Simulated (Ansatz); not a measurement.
Take CdS in the zinc blende structure (space group F-43m, No. 216; a = 5.878 Å) as the base.

Modification: cell and atoms relaxed at a pressure of 7 GPa.

Calculations: r2SCAN in Ansatz (plane waves to 500 eV, PAW, spin-orbit coupling left out).

Base, band edges from the VBM (valence, conduction): X -1.84, 3.89; W -2.16, 5.73; L -0.73, 3.44; Γ 0.00, 1.54; K -1.49, 4.61; U -1.49, 4.61 eV.

**Question.** Give the band edges at the high-symmetry points of the new zone, measured from its valence-band maximum.

**Answer.** 
```json
[
 {"point": "Γ", "valence edge (eV)": "0.00", "conduction edge (eV)": "1.75"},
 {"point": "X", "valence edge (eV)": "-2.19", "conduction edge (eV)": "3.73"},
 {"point": "U", "valence edge (eV)": "-1.78", "conduction edge (eV)": "4.56"},
 {"point": "K", "valence edge (eV)": "-1.78", "conduction edge (eV)": "4.56"},
 {"point": "L", "valence edge (eV)": "-0.88", "conduction edge (eV)": "3.58"},
 {"point": "W", "valence edge (eV)": "-2.51", "conduction edge (eV)": "5.71"}
]
```

The gap is 1.75 eV, direct at Γ.

Load acts through the strain it causes; cell and atoms are relaxed under it. Whether these cells are dynamically stable was not tested. Tetrahedral semiconductors of this kind turn to denser phases somewhere between about 1 and 50 GPa; those were not computed, so compressed cells here can lie past the real transition.

Ansatz is a first-principles code.
